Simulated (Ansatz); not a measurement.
RuAl (model structure, within 0.1 Å of Pm-3m, No. 221, 4 atoms in the cell) was calculated with r²SCAN (Ansatz, a program for electronic structure, PAW).

Numerical settings: plane-wave cutoff 560 eV, 14×20×12 k mesh (along the axes of the cell as run), Fermi–Dirac smearing 0.05 eV, no spin polarisation, scalar-relativistic PAW data made under PBE.

Cell (relaxed at this level):

AlRu is taken in the cubic space group Pm-3m (No. 221), the CsCl type structure, Pearson symbol cP2. Lattice parameters: a = b = c = 2.9825 Å, α = β = γ = 90.00°. Ru on 1a is surrounded by 8 Al at 2.583 Å and 6 Ru at 2.983 Å. Al on 1b has 8 Ru at 2.583 Å and 6 Al at 2.983 Å. (Neighbours: up to the widest gap in distance over summed covalent radii, below 1.35, at either atom.)
(The calculation used a cell of 4 atoms; values per cell refer to that cell.)

What does this level give for the bulk modulus B0?


bulk modulus B0: 222 GPa

Note: the run has no spin polarisation, so it can have missed a magnetic state; the bulk modulus is −V dP/dV from two relaxed cells at ±2 % in volume.

A model structure was made by putting elements into a prototype or built by hand; here it ended with the formula and space group of a phase in our tables.
